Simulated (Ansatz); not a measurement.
# CuAu: response to strain

The parent structure is CuAu (space group P4/mmm, No. 123; a = 2.869 Å, c = 3.645 Å; relaxed with 0.1 eV smearing).

Strains are applied to the cell and any free atomic positions relax.

Method: Kohn–Sham DFT with the PBE functional, run in Ansatz (a quantum-chemistry and plane-wave program) with PAW and 420 eV plane waves, scalar-relativistic without spin-orbit coupling.

Notes on the quantities. pressure: mean of the normal stresses, compression positive.

| isotropic strain (%) | pressure (GPa) |
|---|---|
| -3 | 16.5 |
| -2.5 | ? |
| -2 | 10.1 |
| -1.5 | 7.2 |
| -0.5 | 2.2 |
| 0 | 0.0 |
| 2 | -7.1 |
| 2.5 | -8.5 |
| 3 | -9.7 |

Task: Fit P = P₀ − Bδ + Cδ² with δ = (1 + ε)³ − 1 to the rows shown and predict the withheld row.

Result: Least squares on the printed values gives P₀ = -0.1 GPa, B = 147 GPa (at held cell shape), C = 477 GPa (largest residual 0.2 GPa); this predicts 13.2 GPa, and the run gives 13.1 GPa, in agreement.

Whether these cells are dynamically stable was not tested. All final runs are without spin polarisation.
